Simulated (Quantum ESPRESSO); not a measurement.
**Several settings converged on CdPt (P4mm, 2 atoms in the cell)**

```yaml
crystal:
  lattice:
    - [2.97650, 0.00000, 0.00000]
    - [0.00000, 2.97650, 0.00000]
    - [0.00000, 0.00000, 3.83451]
  atoms:
    - { symbol: Cd, position: [0.00000, 0.00000, 0.01304] }
    - { symbol: Pt, position: [0.50000, 0.50000, 0.50000] }
```

Base method: PBEsol, SSSP 1.1.2 efficiency (PBE) pseudopotentials (plane waves; Quantum ESPRESSO).

Base settings: ecutwfc = 45 Ry; ecutrho = 360 Ry; occupations = smearing; smearing = fd; degauss = 0.0073499 Ry; input_dft = pbesol; potentials = {Cd: Cd.pbe-dn-rrkjus_psl.0.3.1.UPF, Pt: pt_pbe_v1.4.uspp.F.UPF}; K_POINTS = automatic 7 7 6 0 0 0; conv_thr = 1e-11 Ry; mixing_beta = 0.4.

The count of work is k-points × plane waves × bands × iterations; it is no time. Core times come from one kind of shared machine, to one figure; runs under 30 s give none.

**Shifted k-point meshes**

Only quantities that move along the ladder and can be compared are tabulated.

```tsv
K_POINTS	free energy less the last step's (meV/atom)	pressure (GPa)	largest difference of a force vector from the last step's (eV/Å)	count of work / last
automatic 2 2 2 1 1 1	-808.08	-14.35	0.069	0.00089
automatic 3 3 3 1 1 1	125.73	-2.04	0.026	0.0059
automatic 4 4 4 1 1 1	-25.76	-4.30	0.011	0.0059
automatic 6 6 5 1 1 1	-3.69	-4.19	0.008	0.019
automatic 8 8 6 1 1 1	3.26	-4.08	0.002	0.032
automatic 26 26 21 1 1 1	0.00	-4.04	0.000	1.0
```

Coarsest K_POINTS that holds the forces within 0.01 eV/Å of the last step, with all finer ones: automatic 6 6 5 1 1 1, at 0.019 of the last step's count of work; the step before is off by 0.011 eV/Å.

Coarsest K_POINTS that holds the pressure within 0.2 GPa of the last step, with all finer ones: automatic 6 6 5 1 1 1, at 0.019 of the last step's count of work; the step before is off by 0.26 GPa.

Coarsest K_POINTS that holds the free energy within 5 meV/atom: not settled: the last two steps still differ by 3.3 meV/atom, over half the tolerance, so the ladder does not show it.

**The k-point mesh at a smearing width of 0.3 eV**

In this ladder: degauss = 0.02205 Ry.

Only quantities that move along the ladder and can be compared are tabulated.

| K_POINTS | free energy less the last step's (meV/atom) | pressure (GPa) | largest difference of a force vector from the last step's (eV/Å) | count of work / last |
|---|---|---|---|---|
| automatic 4 4 3 0 0 0 | 20.69 | -3.47 | 0.010 | 0.011 |
| automatic 6 6 5 0 0 0 | -1.13 | -3.62 | 0.001 | 0.026 |
| automatic 8 8 7 0 0 0 | -0.36 | -3.55 | 0.000 | 0.048 |
| automatic 12 12 9 0 0 0 | -0.11 | -3.55 | 0.000 | 0.12 |
| automatic 18 18 14 0 0 0 | 0.00 | -3.55 | 0.000 | 0.38 |
| automatic 26 26 20 0 0 0 | 0.00 | -3.55 | 0.000 | 1.0 |

Coarsest K_POINTS that holds the pressure within 0.05 GPa of the last step, with all finer ones: automatic 8 8 7 0 0 0, at 0.048 of the last step's count of work; the step before is off by 0.08 GPa.

Coarsest K_POINTS that holds the free energy within 5 meV/atom of the last step, with all finer ones: automatic 6 6 5 0 0 0, at 0.026 of the last step's count of work; the step before is off by 21 meV/atom.

Coarsest K_POINTS that holds the forces within 0.005 eV/Å of the last step, with all finer ones: automatic 6 6 5 0 0 0, at 0.026 of the last step's count of work; the step before is off by 0.010 eV/Å.

**The mesh under tetrahedron occupations**

In this ladder: occupations = tetrahedra_opt; smearing = default; degauss = default.

Only quantities that move along the ladder and can be compared are tabulated.

| K_POINTS | free energy less the last step's (meV/atom) | pressure (GPa) | largest difference of a force vector from the last step's (eV/Å) | count of work / last | core time / last (rough) |
|---|---|---|---|---|---|
| automatic 6 6 5 0 0 0 | 57.79 | -3.65 | 0.000 | 0.030 | – |
| automatic 7 7 6 0 0 0 | 25.46 | -3.80 | 0.011 | 0.029 | – |
| automatic 11 11 9 0 0 0 | 7.16 | -4.03 | 0.000 | 0.090 | 0.1 |
| automatic 17 17 13 0 0 0 | 1.43 | -4.07 | 0.000 | 0.27 | 0.3 |
| automatic 26 26 20 0 0 0 | 0.00 | -4.07 | 0.000 | 1.0 | 1 |

Coarsest K_POINTS that holds the free energy within 5 meV/atom of the last step, with all finer ones: automatic 17 17 13 0 0 0, at 0.27 of the last step's count of work and about 0.3 of the last step's time; the step before is off by 7.2 meV/atom.

Coarsest K_POINTS that holds the forces within 0.005 eV/Å of the last step, with all finer ones: automatic 11 11 9 0 0 0, at 0.090 of the last step's count of work and about 0.1 of the last step's time; the step before is off by 0.011 eV/Å.

Coarsest K_POINTS that holds the pressure within 0.05 GPa of the last step, with all finer ones: automatic 11 11 9 0 0 0, at 0.090 of the last step's count of work and about 0.1 of the last step's time; the step before is off by 0.27 GPa.

On the base run: the starting cell comes from a database of computed structures (which also holds hypothetical and non-ambient phases and stackings), without a prior relaxation at this level. Its lattice was rescaled by up to half a per cent. One atom was moved a little off its site on purpose. Spin polarisation is off. In the base run, with a pressure of about -4 GPa the cell is away from its equilibrium volume at this level.

Left out of this page: 1 run of the series failed or unconverged.
